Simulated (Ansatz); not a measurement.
# CsCl-type RuAl

All values below come from r²SCAN (plane waves, PAW; Ansatz, a quantum-chemistry and plane-wave program).

Run with plane-wave cutoff 500 eV, 18×14×1 k mesh (along the axes of the cell as run), Fermi–Dirac smearing 0.1 eV, scalar-relativistic PAW data made under PBE.

Cell: relaxed at this level.

| Item | Value |
|---|---|
| surface energy of the (110) face | 2.46 J/m² |
| work function of the (110) face | 4.77 eV |

The slab of 12 atoms is relaxed and unreconstructed.
